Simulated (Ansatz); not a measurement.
Candidates (primitive cells; geometry: relaxed with this functional, without spin-orbit coupling):
A. YSi (Cmcm), a = 5.6448 Å, b = 5.6448 Å, c = 3.8013 Å, α = 90.00°, β = 90.00°, γ = 135.94°
B. LuRh3B (Pm-3m), a = b = c = 4.1210 Å, α = β = γ = 90.00°
C. LaPd3 (Pm-3m), a = b = c = 4.150 Å, α = β = γ = 90.00°
D. HfB2 (P6/mmm), a = b = 3.1270 Å, c = 3.4478 Å, α = β = 90.00°, γ = 120.00°
E. NiGa (Pm-3m), a = 2.873 Å, b = 2.873 Å, c = 2.873 Å, α = 90.00°, β = 90.00°, γ = 90.00°

Problem. Put the candidates in order of resistivity at 300 K, lowest first, for PBEsol, DFPT electron-phonon coupling, linearised Boltzmann equation run with Ansatz (a quantum-chemistry and plane-wave program).

Solution. D (4.7 μΩ·cm), C (7.5 μΩ·cm), E (11.5 μΩ·cm), B (22 μΩ·cm), A (38 μΩ·cm)

Metals; harmonic phonons alone scatter; means over directions. Halving the electron mesh moves these values by up to 8 %; q meshes are mostly untested. Some of the runs warned that the eigensolver left states short of its tolerance. Spin-orbit coupling is left out.

Formula and space group known from diffraction (Crystallography Open Database), not checked to be the room-temperature form: LaPd3 (Pm-3m), LuRh3B (Pm-3m), NiGa (Pm-3m). Treated as nonmagnetic (a ferromagnetic start lost its moment, other orders weren't tried): NiGa (Pm-3m). The missing spin-orbit coupling matters most for HfB2 (P6/mmm), LuRh3B (Pm-3m).
